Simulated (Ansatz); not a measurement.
Base system: PbTe in the rock salt structure (space group Fm-3m, No. 225; a = 6.442 Å).

All numbers come from DFT with PBEsol, PAW potentials and a 420 eV plane-wave cutoff in Ansatz (a first-principles code), without spin-orbit coupling.

Base values:

The electron mass is 0.26 mₑ along k, 0.098 mₑ across (at L), the band gap is 0.65 eV and the hole mass is 0.38 mₑ along k, 0.073 mₑ across (at L).

The change: every lattice vector is stretched by 2.28 %; the atoms relax in the strained cell.

Problem. Estimate the effect on the energy relative to the base, electron mass, band gap and hole mass.

Solution. The energy increases by 20 meV/atom; the electron mass goes from 0.26 mₑ along k, 0.098 mₑ across (at L) to 0.30 mₑ along k, 0.10 mₑ across (at L); the band gap rises by 0.13 eV to 0.78 eV; the hole mass changes from 0.38 mₑ along k, 0.073 mₑ across (at L) to 0.47 mₑ along k, 0.093 mₑ across (at L).

With Pb and Te present, leaving out spin-orbit coupling can change the band edges. Effective masses come from finite differences of ±0.01 Å⁻¹. Along k means along the line from Γ to the band edge. Stability against distortions was not tested.
